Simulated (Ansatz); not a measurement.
**In2Au in the cubic Laves (MgCu2 type) structure (space group Fd-3m, No. 227; a hypothetical phase, not in the database extracts checked)**

```cif
data_Au8In16
_chemical_formula_sum 'In16 Au8'
_space_group_name_H-M_alt 'Fd-3m :1'
_space_group_IT_number 227
_space_group_name_Hall 'F 4d 2 3 -1d'
_cell_length_a 8.53760
_cell_length_b 8.53760
_cell_length_c 8.53760
_cell_angle_alpha 90.000
_cell_angle_beta 90.000
_cell_angle_gamma 90.000
loop_
_atom_site_label
_atom_site_type_symbol
_atom_site_symmetry_multiplicity
_atom_site_Wyckoff_symbol
_atom_site_fract_x
_atom_site_fract_y
_atom_site_fract_z
_atom_site_occupancy
In1 In 16 c 0.12500 0.12500 0.12500 1
Au1 Au 8 b 0.50000 0.50000 0.50000 1
```
(The calculation used a cell of 6 atoms; values per cell refer to that cell.)

Level of theory: PBE, PAW, 420 eV (Ansatz, a quantum-chemistry and plane-wave program; spin-orbit coupling left out). Γ-centred 10×10×10 mesh, Fermi–Dirac width 0.05 eV.

| Property | Value |
|---|---|
| Volume per atom | 25.93 Å³ |
| Density | 9.11 g/cm³ |
| Band gap | zero |
| Total energy | -8114.706 eV/atom (σ→0; compares only within this code and set-up) |

No phonon test of stability was made.
